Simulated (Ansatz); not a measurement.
Levels about the gap of amorphous Ga24O38Si (63 atoms in a cell of 790 Å³, 4.85 g/cm³; zone centre alone, so wide bands show as single levels with stretches between that a denser mesh fills), at the geometry that PBE relaxed, where it gives -0.6 GPa on a denser mesh. The participation number counts the atoms over which a state spreads; weights are charges in smoothed Voronoi cells. The levels come from a single point, so bond lengths are those of that geometry. Method of the levels: PBE, scalar-relativistic without spin-orbit coupling (Ansatz, a first-principles code). Sampling: the zone centre alone; Fermi-Dirac width 0.02 eV; no spin polarisation. At PBE the levels at the filled edge of the gap are localised (band-tail or defect states), and the nearest spread-out levels lie 1.9 eV apart at the zone centre.

It comes from a melt-quench run on a machine-learned potential (CHGNet), relaxed afterwards by DFT. O atoms were pushed apart under 1.9 Å during the dynamics, to hinder bonds among them. The hot cell started wider than the set density and was brought back towards it in steps. It is the lowest in DFT energy of 2 quenches. It is a model cell: composition and starting density were chosen by hand, and all elements were melted together. No dispersion term was used. Its density started from a set value of 4.85 and ended at 4.85 g/cm³. The quench (nominally 220 K/ps over its main leg) was far faster than any real one, so the model tends to hold more defects than a real film. Values belong to this one cell and scatter from quench to quench. The volume was held where the preparation left it and the shape relaxed, at a PBE pressure of -0.6 GPa (tension). Stress components on the final sampling reach 0.6 GPa.

```csv
"E - E(highest filled), eV",filling,participation number,largest on,weight O,weight Ga,weight Si
-0.57,filled,12.2,"O, 3 neighbours",0.95,0.04,0.00
-0.52,filled,20.6,"O, 3 neighbours",0.94,0.05,0.00
-0.48,filled,15.3,"O, 3 neighbours",0.94,0.05,0.00
-0.35,filled,7.2,"O, 2 neighbours",0.94,0.06,0.00
-0.28,filled,10.5,"O, 4 neighbours",0.95,0.04,0.01
-0.21,filled,2.8,"O, 2 neighbours",0.95,0.05,0.00
0.00,filled,2.8,"O, 2 neighbours",0.95,0.05,0.00
1.42,empty,56.0,"Ga, 4 neighbours",0.52,0.48,0.01
3.94,empty,26.4,"Ga, 4 neighbours",0.56,0.44,0.00
3.97,empty,25.7,"Ga, 4 neighbours",0.56,0.43,0.00
4.16,empty,39.9,"Ga, 5 neighbours",0.56,0.44,0.00
4.43,empty,31.8,"Ga, 4 neighbours",0.58,0.42,0.00
4.56,empty,43.1,"Ga, 4 neighbours",0.56,0.43,0.01
4.71,empty,32.0,"Ga, 5 neighbours",0.58,0.42,0.00
```

Most localised among these is the filled level at -0.21 eV, on a O atom, which has 2 neighbours (Ga 1.80 Å, Ga 1.82 Å).
